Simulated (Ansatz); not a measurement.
**Carrier properties of C (I4_1/amd)**

```
C
1.0
    0.00000     1.77124     1.83467
    1.77124     0.00000     1.83467
    1.77124     1.77124     0.00000
C
2
Cartesian
  0.00000   0.00000   0.00000
  0.88562   0.88562   0.91733
```

Level of theory: PBE, rigid bands, earlier PAW set (plane waves, scalar-relativistic; Ansatz, an electronic-structure program). Condition of this run: uniaxial stress along [001] of -33 GPa (compression positive) (the target of the relaxation). How the cell was made: cell and atoms relaxed with PBEsol, then loaded as said.

```json
{
  "band_gap": "3.66 eV",
  "electron conductivity mass (300 K, dilute)": "0.50 (x), 0.50 (y), 0.30 (z) mₑ",
  "hole conductivity mass (300 K, dilute)": "0.48 (x), 0.48 (y), 0.31 (z) mₑ",
  "effective density of states N_c (300 K)": "3.7e19 cm⁻³",
  "effective density of states N_v (300 K)": "2.0e19 cm⁻³",
  "density_of_states_mass_electrons": "1.29 mₑ",
  "density_of_states_mass_holes": "0.86 mₑ",
  "Seebeck coefficient, n-type 1e19 cm⁻³, 300 K": "-330 μV/K",
  "best n-type power factor at 300 K for τ = 10 fs (best axis; densities from 1e16 to 1e21 cm⁻³ tried, whether or not they can be reached)": "20 μW/(cm·K²) at 1e20 cm⁻³",
  "Seebeck coefficient, p-type 1e19 cm⁻³, 300 K": "277 μV/K",
  "best p-type power factor at 300 K for τ = 10 fs (best axis; densities from 1e16 to 1e21 cm⁻³ tried, whether or not they can be reached)": "9.8 μW/(cm·K²) at 1e20 cm⁻³"
}
```

Rigid bands; masses and Seebeck coefficients take one relaxation time τ for all states and one kind of carrier; polarons and phonon drag are left out. Spin-orbit coupling is left out. Geometry: cell and atoms relaxed with PBEsol.
